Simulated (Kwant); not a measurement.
System: GaN/Al0.2Ga0.8N stack with 1 barrier. One parabolic valley. Leads of mass 0.2 mₑ with the band edge at 0; grid 0.1 nm; bias 0 V, dropping linearly over the stack.

```csv
layer,thickness (nm),band offset (eV),mass (mₑ)
1,1.2,0.35,0.22
```

Constants are typed, rounded textbook-type inputs, not results; the design itself was drawn at random and stands for no fabricated device.

Computed with Kwant: one-band effective-mass tight-binding model in one dimension, coherent, no space charge.

### Question
Work out the transmission below the barrier top from T = 1/(1 + ((ζ + 1/ζ)/2)² sinh²(κa)), ζ = (k/m_lead)/(κ/m_barrier).

### Answer
E = 0.05474 eV: k = 0.5360 nm⁻¹, κ = 1.306 nm⁻¹, ζ = 0.4516, T = 0.0968. The simulation gives 0.0973, the same within the digits that matter. E = 0.1475 eV: k = 0.8798 nm⁻¹, κ = 1.081 nm⁻¹, ζ = 0.8950, T = 0.256. The simulation gives 0.256, the same within the digits that matter. E = 0.227 eV: k = 1.091 nm⁻¹, κ = 0.8429 nm⁻¹, ζ = 1.424, T = 0.383. The simulation gives 0.383, the same within the digits that matter. What differs comes from the grid.
